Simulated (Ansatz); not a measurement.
Hypothetical rock salt PdGe: pressure series

The reference is PdGe in the rock salt structure (space group Fm-3m, No. 225; a = 5.1282 Å; a hypothetical phase, not in the database extracts checked).

Cell and atoms are relaxed at each pressure.

Calculations: PBEsol (Ansatz, a quantum-chemistry and plane-wave program; PAW; 420 eV plane waves; scalar-relativistic without spin-orbit coupling).

Notes on the quantities. enthalpy: H = E + PV relative to the base's energy.

| case | enthalpy | lattice parameter a |
|---|---|---|
| base | – | 5.128 Å |
| pressure −2 GPa | -0.21 eV/atom | 5.157 Å |
| pressure −1 GPa | -0.11 eV/atom | 5.142 Å |
| pressure 3 GPa | +0.31 eV/atom | 5.090 Å |
| pressure 7 GPa | +0.72 eV/atom | 5.045 Å |
| pressure 15 GPa | +1.50 eV/atom | 4.971 Å |
| pressure 30 GPa | +2.89 eV/atom | 4.864 Å |
| pressure 50 GPa | +4.63 eV/atom | 4.758 Å |
| pressure 75 GPa | +6.66 eV/atom | 4.659 Å |
| pressure 100 GPa | +8.58 eV/atom | 4.580 Å |

Load acts through the strain it causes; cell and atoms are relaxed under it. Stability against distortions was not tested. No other phases were tried under pressure. The final runs are not spin-polarised.
